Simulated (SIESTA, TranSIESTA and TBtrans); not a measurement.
Ti chain with one Rh atom in place of Ti

Device: Ti chain with one Rh atom in place of Ti. Leads: straight Ti chain, spacing 2.185 Å. Geometry: 3 atoms about the centre moved by SIESTA (PBE, DZP) to a largest force of 0.03 eV/Å, all others as built, motion along the axis alone. Transport runs along z; the first 6 and the last 6 of the 21 atoms are the lead cells, repeated to infinity.

```xyz
21
Lattice="9.000 0.000 0.000 0.000 9.000 0.000 0.000 0.000 46.000" Properties=species:S:1:pos:R:3 pbc="F F T"
Ti     4.500     4.500     0.000
Ti     4.500     4.500     2.185
Ti     4.500     4.500     4.370
Ti     4.500     4.500     6.555
Ti     4.500     4.500     8.740
Ti     4.500     4.500    10.925
Ti     4.500     4.500    13.110
Ti     4.500     4.500    15.295
Ti     4.500     4.500    17.480
Ti     4.500     4.500    19.688
Rh     4.500     4.500    21.908
Ti     4.500     4.500    24.124
Ti     4.500     4.500    26.335
Ti     4.500     4.500    28.520
Ti     4.500     4.500    30.705
Ti     4.500     4.500    32.890
Ti     4.500     4.500    35.075
Ti     4.500     4.500    37.260
Ti     4.500     4.500    39.445
Ti     4.500     4.500    41.630
Ti     4.500     4.500    43.815
```
Starting moments (μB): atom 7 +1, atom 8 +1, atom 9 +1, atom 10 +1, atom 11 +1.5, atom 12 +1, atom 13 +1, atom 14 +1, atom 15 +1; lead atoms +1 (left) and +1 (right).

Method: TranSIESTA and TBtrans, PBE, DZP numerical orbitals (energy shift 0.15 eV), PseudoDojo norm-conserving scalar-relativistic potentials, mesh cutoff 200 Ry, 300 K, spin-polarised (collinear), no spin-orbit coupling; self-consistent non-equilibrium Green functions.

```
Property                                                       Result
-------------------------------------------------------------  ------
Conductance at 300 K (G0 = 2e²/h)                                3.29
Thermopower (μV/K)                                               -4.8
Mean T from −0.5 to 0.5 eV                                       3.27
Spin polarisation of the conductance, (up − down)/(up + down)    0.12
```

Energies count from the leads' Fermi level. Transmissions are for each spin. The energy step is 0.01 eV; narrower resonances are cut or missed.

```tsv
E (eV)	T up	T down	lead channels up	down
-2.00	0.025	0.087	1	1
-1.80	0.25	0.100	1	1
-1.60	1.08	0.74	3	1
-1.40	1.64	1.33	4	3
-1.20	2.10	1.79	4	3
-1.00	2.44	2.22	4	4
-0.80	2.72	2.40	4	4
-0.60	2.97	2.46	4	4
-0.40	3.16	2.55	4	4
-0.20	3.24	2.70	4	4
0.00	3.72	2.89	6	4
0.20	3.92	3.06	6	4
0.40	3.74	3.88	6	6
0.60	2.99	3.19	6	6
0.80	1.79	2.73	4	6
1.00	1.70	2.41	4	band edge
1.20	1.64	1.64	4	4
1.40	1.58	1.56	4	4
1.60	1.53	1.52	band edge	4
1.80	1.49	1.49	2	4
2.00	1.44	1.46	2	4
```

The magnetic order of the leads was set by the start, and no other order was tried; the separate lead runs end at 0.44 (left) and 0.44 (right) μB an atom. The straight chain is held at its spacing; free chains may zigzag or dimerise.
